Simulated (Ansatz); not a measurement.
# A series of runs on AsP (P4/nmm, 4 atoms in the cell)

```xyz
4
Lattice="4.0476 0.0000 0.0000 0.0000 4.0476 0.0000 0.0000 0.0000 5.1003" Properties=species:S:1:pos:R:3 pbc="T T T"
As     2.0238     0.0000     1.2077
As     0.0000     2.0238     3.8925
P      0.0000     0.0000     0.0000
P      2.0238     2.0238     0.0000
```

Base run A: PBE run with Ansatz (a program for electronic structure), self-consistent single point.

Its settings: basis.ecutwfc = 420 eV; kpoints.mp_grid.grid = 7 7 5; kpoints.mp_grid.shift = 0.5 0.5 0.5; hamiltonian.xc = pbe; hamiltonian.pseudopotentials = {kind: paw} (the program's default PAW files); scf.occupations.method = gaussian; scf.occupations.width = 0.1 eV.

The starting cell was generated: these elements placed on a structure prototype, without a prior relaxation; it need not be a known phase or ordering of this composition. In the base run, with a pressure of about 15 GPa the cell is away from its equilibrium volume at this level. Ansatz's pressure includes its estimate of the finite-basis (Pulay) stress. The run gives no clean gap (levels at the Fermi energy touch, overlap or are partly filled at this smearing), which alone does not show that the compound is a metal.

A dash stands where there is no value to compare (another energy zero or no entropy term, no result, no spin, no clean gap, or a mesh too coarse for one). 

Run A gave: pressure (GPa) 15.25; largest force (eV/Å) 0.793.

Runs:
- B: hamiltonian.dispersion: default → d3bj [PBE-D3BJ]
- C: hamiltonian.xc: pbe → pbesol; hamiltonian.dispersion: default → d3bj [PBEsol-D3BJ]
- D: hamiltonian.dispersion: default → d3bjatm [PBE-D3BJ-ATM]
- E: hamiltonian.dispersion: default → d4 [PBE-D4]

What does run C change against A?

The pressure goes from 15.25 to 9.83 GPa and the largest force goes from 0.793 to 0.686 eV/Å.

What does run E change against A?

The pressure goes from 15.25 to 12.29 GPa and the largest force goes from 0.793 to 0.836 eV/Å.

What does run D change against A?

The pressure goes from 15.25 to 12.52 GPa and the largest force goes from 0.793 to 0.829 eV/Å.

| run | pressure (GPa) | largest force (eV/Å) | dispersion energy (eV/atom) |
|---|---|---|---|
| A | 15.25 | 0.793 | – |
| B | 12.22 | 0.828 | -0.375 |
| C | 9.83 | 0.686 | -0.320 |
| D | 12.52 | 0.829 | -0.356 |
| E | 12.29 | 0.836 | -0.399 |

Keys are those of Ansatz 0.2.
